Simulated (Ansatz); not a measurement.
System: S-vacancy pair (S on one host N site, one N site vacant) in zinc-blende BN (neutral cell). All values below come from PBE, PAW (plane waves to 420 eV; Ansatz, a program for electronic structure).

Settings: 64 host sites, the relaxed PBE lattice, a 2×2×2 k-point mesh shifted by half a step, smearing 0.01 eV, spin-restricted, no image-charge correction. Energies are static. The charge state is imposed; whether it is stable for some Fermi level was not computed. Forms of the defect that were not tried may lie lower.

Barriers: single points on a 3×3×3 k-point mesh shifted by half a step at the bands' geometries.

Relaxed starting cell (atoms counted from 1):

```yaml
crystal:
  lattice:
    - [7.24967, 0.00000, 0.00000]
    - [0.00000, 7.24967, 0.00000]
    - [0.00000, 0.00000, 7.24967]
  atoms:
    - { symbol: B, position: [0.00012, 0.00332, 0.00003] }
    - { symbol: B, position: [0.98623, 0.98889, 0.51290] }
    - { symbol: B, position: [0.97495, 0.47498, 0.02681] }
    - { symbol: B, position: [0.00013, 0.50178, 0.49849] }
    - { symbol: B, position: [0.50257, 0.99841, 0.99805] }
    - { symbol: B, position: [0.50096, 0.00058, 0.50123] }
    - { symbol: B, position: [0.50326, 0.50302, 0.99878] }
    - { symbol: B, position: [0.50257, 0.50374, 0.50336] }
    - { symbol: S, position: [0.11941, 0.14247, 0.35932] }
    - { symbol: N, position: [0.12629, 0.13331, 0.88393] }
    - { symbol: N, position: [0.12630, 0.61790, 0.36851] }
    - { symbol: N, position: [0.12406, 0.61761, 0.88416] }
    - { symbol: N, position: [0.62731, 0.12447, 0.37733] }
    - { symbol: N, position: [0.62248, 0.12351, 0.87314] }
    - { symbol: N, position: [0.62249, 0.62864, 0.37827] }
    - { symbol: N, position: [0.62642, 0.62759, 0.87421] }
    - { symbol: B, position: [0.96592, 0.29786, 0.20393] }
    - { symbol: B, position: [0.00047, 0.25265, 0.75577] }
    - { symbol: B, position: [0.00047, 0.74604, 0.24917] }
    - { symbol: B, position: [0.00025, 0.74456, 0.75722] }
    - { symbol: B, position: [0.50568, 0.24931, 0.25249] }
    - { symbol: B, position: [0.50178, 0.25145, 0.75172] }
    - { symbol: B, position: [0.50178, 0.75006, 0.25033] }
    - { symbol: B, position: [0.49905, 0.75106, 0.75075] }
    - { symbol: N, position: [0.12586, 0.37978, 0.63033] }
    - { symbol: N, position: [0.12586, 0.87149, 0.12203] }
    - { symbol: N, position: [0.12425, 0.87302, 0.62877] }
    - { symbol: N, position: [0.62401, 0.37647, 0.12533] }
    - { symbol: N, position: [0.62553, 0.37648, 0.62618] }
    - { symbol: N, position: [0.62552, 0.87559, 0.12530] }
    - { symbol: N, position: [0.62449, 0.87572, 0.62609] }
    - { symbol: B, position: [0.26562, 0.98680, 0.23403] }
    - { symbol: B, position: [0.24989, 0.00322, 0.75521] }
    - { symbol: B, position: [0.26743, 0.48646, 0.23712] }
    - { symbol: B, position: [0.24846, 0.50229, 0.75759] }
    - { symbol: B, position: [0.74944, 0.00021, 0.25013] }
    - { symbol: B, position: [0.74876, 0.99995, 0.75225] }
    - { symbol: B, position: [0.74305, 0.50690, 0.25337] }
    - { symbol: B, position: [0.75012, 0.50113, 0.74963] }
    - { symbol: N, position: [0.38561, 0.12284, 0.12330] }
    - { symbol: N, position: [0.37690, 0.12699, 0.62863] }
    - { symbol: N, position: [0.38022, 0.62589, 0.12419] }
    - { symbol: N, position: [0.37393, 0.62612, 0.62709] }
    - { symbol: N, position: [0.86611, 0.12584, 0.11925] }
    - { symbol: N, position: [0.87306, 0.12518, 0.62984] }
    - { symbol: N, position: [0.86712, 0.62926, 0.12785] }
    - { symbol: N, position: [0.87594, 0.62553, 0.62600] }
    - { symbol: B, position: [0.26743, 0.26465, 0.01539] }
    - { symbol: B, position: [0.26564, 0.26777, 0.51501] }
    - { symbol: B, position: [0.24848, 0.74420, 0.99950] }
    - { symbol: B, position: [0.24987, 0.74660, 0.49858] }
    - { symbol: B, position: [0.74306, 0.24842, 0.99489] }
    - { symbol: B, position: [0.74943, 0.25166, 0.50157] }
    - { symbol: B, position: [0.75009, 0.75216, 0.00066] }
    - { symbol: B, position: [0.74878, 0.74954, 0.50185] }
    - { symbol: N, position: [0.38562, 0.37850, 0.37895] }
    - { symbol: N, position: [0.38021, 0.37761, 0.87592] }
    - { symbol: N, position: [0.37688, 0.87318, 0.37481] }
    - { symbol: N, position: [0.37395, 0.87471, 0.87569] }
    - { symbol: N, position: [0.86610, 0.38254, 0.37595] }
    - { symbol: N, position: [0.86714, 0.37394, 0.87253] }
    - { symbol: N, position: [0.87307, 0.87195, 0.37662] }
    - { symbol: N, position: [0.87592, 0.87580, 0.87626] }
```

End state 1 differs by these moves (Å; atoms that move under 0.08 Å are left out):

```csv
atom,element,Δx,Δy,Δz
2,B,-0.08,0.27,-0.27
3,B,0.08,0.27,-0.27
9,S,0.00,1.57,-1.57
10,N,0.00,-0.09,-0.09
11,N,0.00,0.09,0.09
12,N,0.00,0.08,-0.08
17,B,0.00,-0.68,0.68
20,B,0.00,0.09,-0.09
25,N,0.00,-0.09,-0.09
26,N,0.00,0.09,0.09
27,N,0.00,0.08,-0.08
32,B,0.01,0.20,0.23
33,B,-0.01,-0.03,-0.08
34,B,-0.01,0.20,0.23
35,B,0.01,-0.03,-0.08
48,B,-0.01,-0.23,-0.20
49,B,0.01,-0.23,-0.20
50,B,0.01,0.08,0.03
51,B,-0.01,0.08,0.03
```

What is the computed forward and backward barriers to end state 1 (PBE, PAW)?

forward 4.54 eV, backward 4.54 eV; at the saddle point atom 9 has neighbours B at 1.68, B at 1.87, 2 B at 2.01, B at 2.13 Å. The program found a first-order saddle point.

End state 2 differs by these moves (Å; atoms that move under 0.08 Å are left out):

```json
[
 {"atom": "3", "element": "B", "Δx": "0.18", "Δy": "0.20", "Δz": "-0.17"},
 {"atom": "7", "element": "B", "Δx": "-0.10", "Δy": "0.05", "Δz": "0.02"},
 {"atom": "9", "element": "S", "Δx": "0.04", "Δy": "-0.09", "Δz": "0.10"},
 {"atom": "10", "element": "N", "Δx": "0.05", "Δy": "-0.03", "Δz": "-0.11"},
 {"atom": "11", "element": "N", "Δx": "-0.02", "Δy": "0.08", "Δz": "0.07"},
 {"atom": "12", "element": "N", "Δx": "-0.01", "Δy": "0.08", "Δz": "-0.04"},
 {"atom": "14", "element": "N", "Δx": "0.07", "Δy": "-0.06", "Δz": "0.01"},
 {"atom": "17", "element": "B", "Δx": "0.12", "Δy": "-0.17", "Δz": "0.21"},
 {"atom": "22", "element": "B", "Δx": "-0.11", "Δy": "-0.20", "Δz": "0.12"},
 {"atom": "29", "element": "N", "Δx": "-0.07", "Δy": "-0.03", "Δz": "0.06"},
 {"atom": "34", "element": "B", "Δx": "-0.17", "Δy": "0.11", "Δz": "0.09"},
 {"atom": "41", "element": "N", "Δx": "0.01", "Δy": "-0.08", "Δz": "-0.06"},
 {"atom": "48", "element": "B", "Δx": "0.33", "Δy": "-0.13", "Δz": "-0.57"},
 {"atom": "57", "element": "N", "Δx": "-1.92", "Δy": "0.10", "Δz": "1.84"}
]
```

What is the computed forward and backward barriers to end state 2 (PBE, PAW)?

forward 5.36 eV, backward 4.02 eV; at the saddle point atom 57 has neighbours B at 1.45, B at 1.53, B at 1.78, B at 1.93; N at 2.09 Å. The program found a first-order saddle point.
